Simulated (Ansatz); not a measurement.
Base system: HgSe in the zinc blende structure (space group F-43m, No. 216; a = 6.1333 Å).

Perturbation: full substitution Hg → Cd; the structure is relaxed again.

Levels (all Ansatz, a quantum-chemistry and plane-wave program, PAW): PBEsol (420 eV, without spin-orbit coupling); HSE06+SOC (420 eV, noncollinear with spin-orbit coupling).

The geometry is relaxed with PBEsol.

| Quantity | Result |
|---|---|
| PBEsol band gap | 0.48 eV |
| PBEsol valence-band top at Γ | 0.00, 0.00, 0.00 eV |

Task: What does HSE06+SOC give at this geometry for the band gap and valence-band top at Γ?

Result: The band gap increases by 0.93 eV, from 0.48 eV to 1.41 eV; the valence-band top at Γ (three highest Kramers pairs, from the VBM) changes from 0.00, 0.00, 0.00 eV to 0.00, 0.00, -0.41 eV. The threefold valence maximum splits by Δso ≈ 0.41 eV.

Single points use the geometry relaxed with PBEsol. The spin-orbit shifts are approximate. Stability against distortions was not tested. The runs without spin-orbit coupling are not spin-polarised. A zero or small gap of HgSe can be the functional's error rather than a property of the material.
